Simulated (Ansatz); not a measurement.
A (8,8) BN nanotube has 32 atoms in a period of 2.513 Å, a mean diameter of 11.11 Å, and lies 43 meV/atom over the flat sheet relaxed at the same level.

The numbers are results of PBE (plane waves to 420 eV, PAW; Ansatz, a quantum-chemistry and plane-wave program), not measurements. Mesh 1×1×12. No spin polarisation. Isolated but for its images some 11 Å away. An idealised model, rolled from the flat sheet. Only distortions within the start's symmetry and period were free.

### Question
Which bending rigidity of the sheet does this imply in the thin-plate picture?

### Answer
A plate bent to radius R stores D/(2R²) an area. The area an atom is π × 11.11 × 2.513/32 = 2.74 Å², so the stored energy is 0.043/2.74 = 0.0157 eV/Å². With R = 5.555 Å, D = 2R² × 0.0157 = 0.97 eV.
